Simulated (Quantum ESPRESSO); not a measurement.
## Pressure against volume in antifluorite Mg2Ge (space group 225) (Quantum ESPRESSO, PBE)

```xyz
3
Lattice="0.0000 3.1382 3.1382 3.1382 0.0000 3.1382 3.1382 3.1382 0.0000" Properties=species:S:1:pos:R:3 pbc="T T T"
Mg     1.5691     1.5691     1.5691
Mg     4.7073     4.7073     4.7073
Ge     0.0000     0.0000     0.0000
```

Computed with PBE, PSlibrary PAW (PBE) pseudopotentials (plane waves; Quantum ESPRESSO). Settings: ecutwfc = 143 Ry; ecutrho = 858 Ry; occupations = smearing; smearing = fermi-dirac; degauss = 0.000734986 Ry; potentials = {Mg: Mg.pbe-spn-kjpaw_psl.1.0.0.UPF, Ge: Ge.pbe-n-kjpaw_psl.1.0.0.UPF}; K_POINTS = automatic 9 9 9 0 0 0; conv_thr = 1e-10 Ry; mixing_beta = 0.5. The cell above is the first row's. The rows scale it uniformly. In all rows fractional positions and the k mesh are held.

| V (Å^3/atom) | P (GPa) |
|---|---|
| 20.604 | 4.13 |
| 21.052 | 2.76 |
| 21.500 | 1.53 |
| 21.947 | 0.42 |
| 22.395 | -0.58 |
| 22.843 | -1.47 |
| 23.291 | -2.28 |
| 23.739 | -3.01 |
| 24.187 | ? |

Fit P of the 8 rows that show it with a cubic. With u = V - 22.2, the rows have u = -1.5960, -1.1480, -0.7000, -0.2530, 0.1950, 0.6430, 1.0910, 1.5390. Least squares gives P = -0.156 - 2.2092·u + 0.2638·u² - 0.02162·u³. Residuals (row less fit): 0.000, -0.001, 0.003, 0.000, -0.003, 0.003, 0.000, 0.000; standard error 0.003 (degrees of freedom: 4). The fitted pressure is zero at V0 = 22.13, where dP/dV = -2.246, so B0 = -V0·dP/dV = 49.7 GPa.

Question: Predict the withheld P at V = 24.187 from the fit, and compare with the calculation.

Answer: u = 1.9870, so P = -0.156 - 2.2092 × 1.9870 + 0.2638 × 1.9870² - 0.02162 × 1.9870³ = -3.674 GPa. The calculation gives -3.66 GPa, 0.014 GPa above the prediction (0.2 % of the range of P in the table). The row lies outside the fitted rows, so this is an extrapolation. From the scatter of the fitted rows alone, a prediction at this place has a standard error of 0.007 GPa, so the miss is 2.0 times that.

Carrying the step between the two nearest rows on in a straight line would have given -3.74, off by 0.08; series whose last step already gives the withheld value aren't shown. The scan was laid around a cell of about the measured size, scaled by a guess for this functional. The runs keep the symmetry of the cell, so they don't test it for distortions. Cutoffs and mesh are single choices, not tested for convergence of this quantity. Series with a scatter that would blur these digits, or in which a gap closes, are not shown.
